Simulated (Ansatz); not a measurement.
Response to strain in Cu3N

The reference is Cu3N (space group Pm-3m, No. 221; a = 3.765 Å). Axes: x, y, z lie along the cube axes.

Strains are applied to the cell and any free atomic positions relax; under biaxial strain the out-of-plane vector relaxes too; under stress the whole cell relaxes.

Computed with Ansatz (a first-principles code), PBEsol, PAW, cutoff 420 eV, no spin-orbit coupling, earlier PAW set.

Candidates:
(a) biaxial strain −3.32 %, plane normal [110], relaxed out of plane
(b) uniaxial strain ε_xx = −2.78 %
(c) biaxial strain −3.42 %, plane normal [001], relaxed out of plane
(d) uniaxial stress, 0.5 GPa tension along x

Notes on the quantities. energy relative to the base: free energy F.

Order them by energy relative to the base, highest first.

(c) biaxial strain −3.42 %, plane normal [001], relaxed out of plane (+35 meV/atom), (a) biaxial strain −3.32 %, plane normal [110], relaxed out of plane (+18 meV/atom), (b) uniaxial strain ε_xx = −2.78 % (+9.9 meV/atom), (d) uniaxial stress, 0.5 GPa tension along x (0.0 meV/atom)

Beyond what the load breaks, stability against distortions was not tested. The final runs are not spin-polarised.
